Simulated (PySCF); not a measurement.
PySCF 2.14.0, PBE/def2-svp, df: Hf(Cl)(Me)(OSiH3)2 ([CH3][Hf]([Cl])([O][SiH3])[O][SiH3]), 16 atoms. The geometry is a generated start, not checked to be a minimum at this level.

```
Quantity                                             Value
-------------------------  -------------------------------
task                                                energy
method                                                 pbe
basis                                             def2-svp
two-electron scheme                        density fitting
mol.max_memory                                     3000 MB
mf.max_cycle                                           100
mf.conv_tol                                1e-09 (default)
mf.grids.level                                 3 (default)
effective core potentials  those of the basis set, past Kr
basis functions                                        173
grid points                                         211592
```

```xyz
16

Hf    -0.5153     1.2826    -0.0428
Cl    -1.2945     3.4185    -0.2028
C     -0.5937     0.5006     2.0260
H     -0.6861     1.2687     2.8108
H      0.3169    -0.0758     2.2508
H     -1.4351    -0.1969     2.1651
O      1.3207     1.2210    -0.5778
Si     2.5389     0.1740    -0.5361
H      3.3165     0.4236     0.6886
H      3.3594     0.3866    -1.7289
H      2.0024    -1.2036    -0.5005
O     -1.6079     0.1144    -1.0907
Si    -1.6665    -1.4798    -1.2820
H     -0.3642    -2.0650    -0.8896
H     -1.9708    -1.7570    -2.6864
H     -2.7209    -2.0119    -0.4036
```

Charge 0 and multiplicity 1 are set for this test and not shown to be the ground state.

With the defaults (mf.DIIS = CDIIS, mf.diis = true, mf.init_guess = minao, mf.level_shift = 0, mf.diis_damp = 0, mf.diis_space = 8) it converges in 15 Fock builds. One run each on 2 threads, 1 BLAS thread, with these changes:
- mf.init_guess = atom
- mf.diis_damp = 0.3
- mf.init_guess = huckel
- mf.level_shift = 0.1 Hartree
- mf.DIIS = EDIIS
- mf.diis_space = 12
- mf.init_guess = 1e
- mf.level_shift = 0.3 Hartree
- mf.diis = false

Q: Which of these changes keep the SCF from converging, or lead it to another solution?

A: No convergence: mf.DIIS = EDIIS; mf.diis = false (the run ends without SCF convergence in 100 cycles). The rest reach the solution of the defaults.

```tsv
setting	Fock builds	end
mf.diis_damp = 0.3	14	same solution
mf.level_shift = 0.1 Hartree	14	same solution
the defaults	15	same solution
mf.diis_space = 12	15	same solution
mf.init_guess = atom	15	same solution
mf.level_shift = 0.3 Hartree	18	same solution
mf.init_guess = huckel	20	same solution
mf.init_guess = 1e	20	same solution
mf.DIIS = EDIIS	101	no convergence
mf.diis = false	101	no convergence
```
